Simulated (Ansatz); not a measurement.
Consider Ti3Al (space group P6_3/mmc, No. 194).

```cif
data_Al2Ti6
_chemical_formula_sum 'Ti6 Al2'
_space_group_name_H-M_alt 'P63/mmc'
_space_group_IT_number 194
_space_group_name_Hall '-P 6c 2c'
_cell_length_a 5.75530
_cell_length_b 5.75530
_cell_length_c 4.65460
_cell_angle_alpha 90.000
_cell_angle_beta 90.000
_cell_angle_gamma 120.000
loop_
_atom_site_label
_atom_site_type_symbol
_atom_site_symmetry_multiplicity
_atom_site_Wyckoff_symbol
_atom_site_fract_x
_atom_site_fract_y
_atom_site_fract_z
_atom_site_occupancy
Ti1 Ti 6 h 0.33950 0.16975 0.25000 1
Al1 Al 2 c 0.33333 0.66667 0.25000 1
```

Method: PBE, PAW, 420 eV (Ansatz, a program for electronic structure; without spin-orbit coupling), earlier PAW set.

Base values:

```
Item                  Result
-------------------  -------
Lattice parameter a  5.755 Å
```

One thing is altered: cell and atoms relaxed at a pressure of 3 GPa.

Estimate the effect on the lattice parameter a.

The lattice parameter a decreases by 0.050 Å to 5.705 Å.

Load acts through the strain it causes; cell and atoms are relaxed under it. No phonon test of stability was made. All final runs are without spin polarisation.
